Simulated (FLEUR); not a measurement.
FLEUR run on YbZn (Pm-3m, 2 atoms in the cell): self-consistent single point.

Method: PBEsol, all-electron FLAPW (FLEUR), scalar-relativistic valence in FLEUR.

```
CELL_PARAMETERS angstrom
      3.61177     0.00000     0.00000
      0.00000     3.61177     0.00000
      0.00000     0.00000     3.61177
ATOMIC_POSITIONS crystal
  Yb 0.00000 0.00000 0.00000
  Zn 0.50000 0.50000 0.50000
```

Reference input (self-consistent single point, DFT, PBEsol, all-electron FLAPW (FLEUR), scalar-relativistic valence): Kmax = 3.8 1/bohr; GmaxXC = 15.2 1/bohr; xcFunctional = PBEs; jspins = 1; l_soc = F; mode = hist; fermiSmearingEnergy = 0.00367493 Htr; mesh (inpgen div1-3) = 12 12 12; inpgen gamma flag = true; Gmax = 15.2 1/bohr; numbands = 0; maxIterBroyd = 15. This run's input differs from it in these lines:

```diff
@@ -15,3 +15,3 @@
 &exco xctyp='PBEs' /
-&kpt div1=12 div2=12 div3=12 gamma=t /
+&kpt div1=6 div2=6 div3=6 gamma=t /
 &end /
```

Output, abridged:

```
 Iteration:     1   Distance:      86.93766547 me/bohr^3
 Iteration:     2   Distance:      16.57886961 me/bohr^3
 Iteration:     3   Distance:      11.65952270 me/bohr^3
 Iteration:     4   Distance:      19.22069772 me/bohr^3
 Iteration:     5   Distance:      10.42938657 me/bohr^3
   [... 16 lines left out ...]
 Iteration:    22   Distance:       0.00151685 me/bohr^3
 Iteration:    23   Distance:       0.00081510 me/bohr^3
 Iteration:    24   Distance:       0.00006685 me/bohr^3
 Iteration:    25   Distance:       0.00000632 me/bohr^3
 Run finished successfully
 Stop message:
   Structural relaxation: Done

[file out, last iteration]
             iter=     26
[...]
          total density-effective poten   -2.7092145080E+04
          total charge density-energy d   -3.6046376390E+02
 Updated energy parameters for spin:           1
[...]
 fermi energy and band-weighting factors:

[...]
FERMIE:
          first approx. to ef    (T=0)  :   0.239952 htr   (energy of the highest occ. eigenvalue)
          number of occ. states  (T=0)  :        360
          first approx. to seigv (T=0)  :  -3.398698 htr
          sum of weights of occ. states :  18.013889
          sum of semicore charge        :   0.000000 e
FERHIS:  Fermi-Energy by histogram:
          bandgap                     :   0.008778 htr
   [... lines left out ...]
          charge neutrality (T=0)     :   0.027778    (zero if the highest occ. eigenvalue is "entirely" occupied)
     EF_NEWTON:  Adjust Fermi-Energy by Newton-Method.
 Direct bandgap for spin            1 :    1.2826114106058190E-002  Htr
 ---->    free energy=                    -15866.3106743793 htr
   [... lines left out ...]
      extrapolation for T->0
 ---->    total electron energy=          -15866.3088230359 htr
 ***** TOTAL FORCES ON ATOMS *****
 TOTAL FORCE FOR ATOM TYPE=  1  X=  0.000   Y=  0.000   Z=  0.000
                       FX_TOT= 0.000000 FY_TOT= 0.000000 FZ_TOT= 0.000000
 TOTAL FORCE FOR ATOM TYPE=  2  X=  3.413   Y=  3.413   Z=  3.413
                       FX_TOT= 0.000000 FY_TOT= 0.000000 FZ_TOT= 0.000000
 Structural relaxation: Done
```

The run converged in 25 iterations. FLEUR gives forces in its relaxation mode, with a further iteration, so its stop message speaks of a relaxation. Against the reference run the free energy falls by 7.9 meV/atom.

The starting cell comes from a database of computed structures (which also holds hypothetical and non-ambient phases and stackings), without a prior relaxation at this level. Spin-orbit coupling is off. Spin polarisation is off. Values depend on the basis (sphere radii, cutoffs, local orbitals), which need not be converged. The log's line on a gap gives a spacing of levels on this mesh, which the program prints for metals too.

Cost on one core of a shared machine: roughly 80 s.
